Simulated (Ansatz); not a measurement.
We consider cubic perovskite CsSrF3, described by PBEsol+SOC (Ansatz, an electronic-structure program, PAW).

Run with plane-wave cutoff 520 eV, 8×8×8 k mesh, Fermi–Dirac smearing 0.01 eV, PAW data made under PBE.

Properties against volume:

| V (Å³/atom) | P (GPa) | direct gap at Γ (eV) |
|---|---|---|
| 19.988 | 3.14 | 6.455 |
| 20.413 | 1.97 | 6.391 |
| 20.839 | 0.93 | 6.326 |
| 21.264 | 0.00 | 6.260 |
| 21.689 | -0.83 | 6.193 |
| 22.114 | -1.56 | 6.125 |
| 22.540 | -2.22 | 6.057 |

A straight line through the gaps at Γ against ln V gives a volume deformation potential dE_g(Γ)/d ln V of -3.3 eV: the gap at Γ widens under compression.

Note: the relaxation could not lower the start's symmetry, so the cell can be a saddle point above a distorted one.
